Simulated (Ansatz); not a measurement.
Given:

```xyz
2
Lattice="0.0000 2.9153 2.8168 2.8168 0.0000 2.8168 2.8168 2.9153 0.0000" Properties=species:S:1:pos:R:3 pbc="T T T"
Se     4.2251     4.3730     4.2251
Zn     0.0000     0.0000     0.0000
```

No spin polarisation.

Calculations: Ansatz (a quantum-chemistry and plane-wave program) PBEsol, no spin-orbit coupling. Settings: 10×10×10 k-points, 0.05 eV Fermi–Dirac smearing.

What stress (xx, yy, zz, yz, xz, xy; compression positive) does the calculation give?

(-1.65, -2.99, -1.65, 0.00, 0.00, 0.00) GPa.

What valence-band top at Γ (three highest levels, from the VBM) does the calculation give?

0.00, 0.00, -0.13 eV.

Estimate the electron mass.

0.087 mₑ along y, 0.083 mₑ across (at Γ).

The levels and masses belong to the bands next to the band gap. The cells carry an imposed strain or load. Masses are band curvatures over ±0.01 Å⁻¹ around the edge. Stability against distortions was not tested. The cell was made from ZnSe in the zinc blende structure (space group F-43m, No. 216) by this change: uniaxial strain ε_yy = +3.50 %.
